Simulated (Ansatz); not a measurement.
The starting structures come from a database of crystals and need not be the phases stable at ambient conditions.

 Where the default PAW files enter, the runs use the earlier of Ansatz's two default sets.

Inside the gap of an insulator the Bloch states are evanescent, with a wavenumber k + iκ along the transport direction.

Here is the system:

```
CELL_PARAMETERS angstrom
      5.82399     0.00000     0.00000
     -2.91199     5.04372     0.00000
      2.91199     1.68124     4.75526
ATOMIC_POSITIONS crystal
  Ba 0.50000 0.25000 0.25000
  Ba 0.50000 0.75000 0.75000
  Mg 0.00000 0.50000 0.50000
  W  0.00000 0.00000 0.00000
  O  0.47736 0.23868 0.76132
  O  0.52264 0.76132 0.23868
  O  0.00000 0.23868 0.76132
  O  0.00000 0.76132 0.23868
  O  0.00000 0.76132 0.76132
  O  0.00000 0.23868 0.23868
```

Space group of this cell: Fm-3m. The cell is taken as given; by PBEsol its mean pressure is -9.0 GPa.

Transport runs along the normal of the first two printed cell vectors, the (111) plane of the conventional cell.

The gap is the functional's own. No spin-orbit coupling. Mid-gap values are interpolated on the energy grid.

Question: Compute, with PBEsol (Ansatz, a program for electronic structure), the band gap and the smallest decay constant κ at mid-gap.

Answer: Gap 2.73 eV on a 8×8×8 mesh; κ = 0.347 1/Å, at the zone centre.
